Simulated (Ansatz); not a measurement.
The starting structures come from a database of crystals and need not be the phases stable at ambient conditions.

Inside the gap of an insulator the Bloch states are evanescent, with a wavenumber k + iκ along the transport direction.

Given:

```
BeTe
1.0
    4.00429     0.00000     0.00000
    0.00000     5.66292     0.00000
    2.00214    -2.83146     2.00214
Be Te
1 1
Cartesian
  0.00000   0.00000   0.00000
  2.00214   4.24719   0.00000
```

The cell is taken as given.

Transport runs along the normal of the first two printed cell vectors, the (110) plane of the conventional cell.

The gap is the functional's own. No spin-orbit coupling. Mid-gap values are those at the computed energy nearest the middle.

Problem. Estimate the band gap and the smallest decay constant κ at mid-gap that r2SCAN (Ansatz, a quantum-chemistry and plane-wave program) returns for this system.

Solution. Gap 2.38 eV on a 14×14×14 mesh; κ = 0.168 1/Å, at the zone centre.
